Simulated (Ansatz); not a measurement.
The parent structure is InCl$_{3}$ in the ReO3 type structure (space group Pm-3m, No. 221; a = 5.028 Å; a hypothetical phase, not in the database extracts checked; relaxed with 0.1 eV smearing). Axes: x, y, z lie along the cube axes.

Computed with PBEsol (Ansatz, a program for electronic structure, PAW, without spin-orbit coupling).

A first run, uniaxial strain ε_xx = +1.03 %, gives secant values C11 ≈ 94 GPa and C12 ≈ 11 GPa from its stress. A second run applies biaxial strain +1.95 %, plane normal [001], relaxed out of plane.

Q: What does linear elasticity predict for −ε⊥/ε∥ in the second run, and what does the run give?

A: Linear elasticity: 2 C12/C11 = 0.23. The run gives 0.22; any difference comes from nonlinear terms at these strains and numerical noise.

No phonon test of stability was made. All final runs are without spin polarisation.
